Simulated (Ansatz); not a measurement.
Ba: Ba → Ca

The reference is Ba in the bcc (W type) structure (space group Im-3m, No. 229; a = 4.882 Å).

It is then changed as follows: Ca takes the place of Ba on all its sites, then cell and atoms are relaxed.

Level of theory: PBEsol in Ansatz (plane waves to 420 eV, PAW, no SOC). Γ-centred 15×15×15 mesh, Fermi–Dirac width 0.05 eV, for the changed cell.

```csv
quantity,base,changed,shift
volume per atom,58.17 Å³,40.41 Å³,-17.768 Å³
lattice parameter a,4.882 Å,4.323 Å,-0.5585 Å
space group,Im-3m (No. 229),Im-3m (No. 229),–
shortest interatomic distance,4.228 Å,3.744 Å,-0.484 Å
band gap,zero,zero,–
```

Final structure:

```
CELL_PARAMETERS angstrom
     -2.16172     2.16172     2.16172
      2.16172    -2.16172     2.16172
      2.16172     2.16172    -2.16172
ATOMIC_POSITIONS crystal
  Ca 0.00000 0.00000 0.00000
```

Cost of the whole job for the changed cell (relaxation, final SCF and bands): about 7 core-seconds (a rough figure).

Whether these cells are dynamically stable was not tested. This is not the structure that Ca has at room temperature and ambient pressure.

Ansatz is a quantum-chemistry and plane-wave program.
